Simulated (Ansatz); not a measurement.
# How the equilibrium volume per atom of NiSi₂ (model structure, started from the C49 type, Cmcm, No. 63, 6 atoms in the cell) moves with the method

No measured value is used here.

| level (code) | value (Å³/atom) |
|---|---|
| PBE (Ansatz) | 12.83 |
| PBEsol (Ansatz) | 12.35 |
| PBE-D3(BJ) (Ansatz) | 12.19 |

PBE, PBEsol, PBE-D3(BJ): the starting moments vanished in the run, and other orders were not tried. Ansatz's density-functional and Hartree–Fock values are scalar-relativistic unless marked +SOC, with PAW data made under PBE.

A model structure was made by putting elements into a prototype or built by hand; it is no filed structure, need not be a known phase, and can be a saddle point held by its symmetry.

Ansatz is a quantum-chemistry and plane-wave program.
